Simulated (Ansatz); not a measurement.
Take ZrO$_{2}$ (space group P2_1/c, No. 14) as the base.

```
CELL_PARAMETERS angstrom
      5.18987     0.00000     0.00000
      0.00000     5.24188     0.00000
     -0.90466     0.00000     5.30184
ATOMIC_POSITIONS crystal
  Zr 0.27576 0.04379 0.21002
  Zr 0.72424 0.54379 0.28998
  Zr 0.72424 0.95621 0.78998
  Zr 0.27576 0.45621 0.71002
  O  0.06497 0.32630 0.35005
  O  0.93503 0.82630 0.14995
  O  0.93503 0.67370 0.64995
  O  0.06497 0.17370 0.85005
  O  0.45100 0.75674 0.47552
  O  0.54900 0.25674 0.02448
  O  0.54900 0.24326 0.52448
  O  0.45100 0.74326 0.97552
```

Cartesian axes are those of the cell as printed.

Method: PBE/PAW in Ansatz (a program for electronic structure), no spin-orbit coupling.

Base values:

The valence-band top at Γ is 0.00, -0.19, -0.55 eV and the smallest direct gap comes out as 3.71 eV.

Modification: biaxial strain −0.95 %, plane normal [001], relaxed out of plane (Cartesian); in-plane vectors clamped, the third vector and the atoms free.

Question: Predict the new valence-band top at Γ.

Answer: The valence-band top at Γ (three highest levels, from the VBM) becomes 0.00, -0.13, -0.49 eV (base: 0.00, -0.19, -0.55 eV).

Question: What does the calculation give for the in-plane stress after the change?

Answer: The mean in-plane stress (compression positive) is +3.5 GPa.

Question: Predict the new smallest direct gap.

Answer: The smallest direct gap increases by 0.07 eV to 3.78 eV.

Question: What does the calculation give for the out-of-plane strain after the change?

Answer: The out-of-plane strain amounts to +0.91 %.

Whether these cells are dynamically stable was not tested.
